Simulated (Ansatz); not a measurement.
The starting structures come from a database of crystals and need not be the phases stable at ambient conditions.

The decay constant κ of evanescent states in the gap governs leakage through a thin film.

Here is the system:

```xyz
3
Lattice="3.9105 0.0000 0.0000 0.0000 5.0961 0.0000 1.9553 -1.5337 3.0852" Properties=species:S:1:pos:R:3 pbc="T T T"
Mg     1.9553     2.5480     0.0000
S      1.9553     2.6471     2.5910
S      3.9105     0.9153     0.4942
```

Space group of this cell: C2/m. The cell is taken as given.

Transport runs along the normal of the first two printed cell vectors.

No gap correction and no spin-orbit coupling; mid-gap values are interpolated between computed energies.

Question: Estimate the band gap and the smallest decay constant κ at mid-gap that Ansatz (a program for electronic structure) with PBEsol returns for this system.

Answer: Gap 0.83 eV on a 10×8×10 mesh; κ = 0.142 1/Å, at (0.000, 0.500) of the in-plane reciprocal vectors. At the zone centre, at the nearest computed energy, the slowest state has κ = 0.32 1/Å.
